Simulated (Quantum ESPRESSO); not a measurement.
**Habitual settings against a tight run: V3Ru (Fm-3m, 4 atoms in the cell)**

Self-consistent single point.

```yaml
crystal:
  lattice:
    - [0.00000, 2.90703, 2.90703]
    - [2.90703, 0.00000, 2.90703]
    - [2.90703, 2.90703, 0.00000]
  atoms:
    - { symbol: V, position: [0.25000, 0.25000, 0.25000] }
    - { symbol: V, position: [0.75000, 0.75000, 0.75000] }
    - { symbol: V, position: [0.50000, 0.50000, 0.50000] }
    - { symbol: Ru, position: [0.00000, 0.00000, 0.00000] }
```

Level of theory: LDA (PZ), GBRV 1.5 ultrasoft (LDA) pseudopotentials (plane waves; Quantum ESPRESSO).

Base settings: ecutwfc = 50 Ry; ecutrho = 400 Ry; occupations = smearing; smearing = marzari-vanderbilt; degauss = 0.0073499 Ry; potentials = {V: v_lda_v1.4.uspp.F.UPF, Ru: ru_lda_v1.2.uspp.F.UPF}; K_POINTS = automatic 10 10 10 1 1 1; conv_thr = 1e-11 Ry; mixing_beta = 0.5.

Tight run (finer mesh or higher cutoff; not a proven limit): ecutwfc: 50 Ry → 70 Ry; ecutrho: 400 Ry → 560 Ry; conv_thr: 1e-11 Ry → 7.3e-11 Ry; K_POINTS: automatic 10 10 10 1 1 1 → automatic 14 14 14 1 1 1. It gave Fermi level (on the code's own zero) 20.42 eV; pressure 5.84 GPa.

Quick runs, as changes from the base:
- A: the base itself
- B: ecutwfc: 50 Ry → 25 Ry; ecutrho: 400 Ry → 200 Ry; smearing: marzari-vanderbilt → methfessel-paxton; degauss: 0.0073499 Ry → 0.019992 Ry; K_POINTS: automatic 10 10 10 1 1 1 → automatic 8 8 8 1 1 1
- C: ecutwfc: 50 Ry → 30 Ry; ecutrho: 400 Ry → 240 Ry; K_POINTS: automatic 10 10 10 1 1 1 → automatic 6 6 6 1 1 1
- D: ecutwfc: 50 Ry → 25 Ry; ecutrho: 400 Ry → 200 Ry; conv_thr: 1e-11 Ry → 7.3e-05 Ry; K_POINTS: automatic 10 10 10 1 1 1 → automatic 2 2 2 1 1 1
- E: ecutwfc: 50 Ry → 30 Ry; ecutrho: 400 Ry → 240 Ry; conv_thr: 1e-11 Ry → 7.3e-06 Ry; K_POINTS: automatic 10 10 10 1 1 1 → automatic 3 3 3 1 1 1
- F: ecutwfc: 50 Ry → 60 Ry; ecutrho: 400 Ry → 480 Ry; pseudopotentials: {V: v_lda_v1.4.uspp.F.UPF, Ru: ru_lda_v1.2.uspp.F.UPF} → {V: v_pbe_v1.4.uspp.F.UPF, Ru: Ru_ONCV_PBE-1.0.oncvpsp.upf}; K_POINTS: automatic 10 10 10 1 1 1 → automatic 2 2 2 1 1 1; input_dft: default → pbesol [PBEsol]

Energies are extrapolated to zero smearing width, which holds to low order in the width alone (under cold and Methfessel-Paxton smearing the free energy itself is taken).

Dashes: pressure of D, E, not trusted under this conv_thr with d or f elements; energy of F, another energy zero.

† marks runs with another functional, U, potentials or spin treatment: their distance from the tight run is not a convergence error alone.

The count of work is k-points × plane waves × bands × iterations; it is no time. 

The starting cell comes from a database of computed structures (which also holds hypothetical and non-ambient phases and stackings), without a prior relaxation at this level. Its lattice was rescaled by a random factor within 2.5 % of one. Spin polarisation is off. In the base run, with a pressure of about 6 GPa the cell is away from its equilibrium volume at this level.

```
run  energy less tight (meV/atom)  pressure less tight (GPa)  count of work / tight
---  ----------------------------  -------------------------  ---------------------
A                             1.5                       0.00                   0.24
B                           994.6                     -87.02                  0.060
C                           120.2                     -15.36                  0.035
D                          1032.8                          –                0.00093
E                           106.8                          –                 0.0037
F†                              –                       8.81                  0.010
```

Among the runs at the tight run's level, the energy misses run from 1.5 to 1032.8 meV/atom.
